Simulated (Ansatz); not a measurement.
Start from BP in the zinc blende structure (space group F-43m, No. 216; a = 4.5484 Å).

Structures relaxed with DFT with PBE, PAW potentials and a 420 eV plane-wave cutoff in Ansatz (an electronic-structure program), no spin-orbit coupling.

Base:

Simulated powder pattern, Co Kα, λ = 1.79026 Å (kinematic, ideal powder, no thermal factors, no anomalous dispersion; the 14 strongest lines at most, above 2 %, up to 2θ = 90°):

| 2θ (°) | I/Imax (%) | hkl |
|---|---|---|
| 39.86 | 100 | (111) |
| 46.36 | 24 | (200) |
| 67.65 | 42 | (220) |
| 81.49 | 36 | (311) |
| 85.96 | 6.1 | (222) |

After one change:

Simulated powder pattern, Co Kα, λ = 1.79026 Å (kinematic, ideal powder, no thermal factors, no anomalous dispersion; the 14 strongest lines at most, above 2 %, up to 2θ = 90°):

| 2θ (°) | I/Imax (%) |
|---|---|
| 40.98 | 100 |
| 47.68 | 25 |
| 69.73 | 41 |
| 84.18 | 36 |
| 88.87 | 6.3 |

Q: Name the change that was made.
A) pressure 30 GPa
B) pressure 2.1 GPa
C) pressure 15 GPa
D) pressure 22.5 GPa

A: C, pressure 15 GPa. Its volume per atom is 10.86 Å³ against 11.76 Å³, and its space group is F-43m (No. 216).

Load acts through the strain it causes; cell and atoms are relaxed under it. Whether these cells are dynamically stable was not tested. Competing high-pressure phases were not computed.
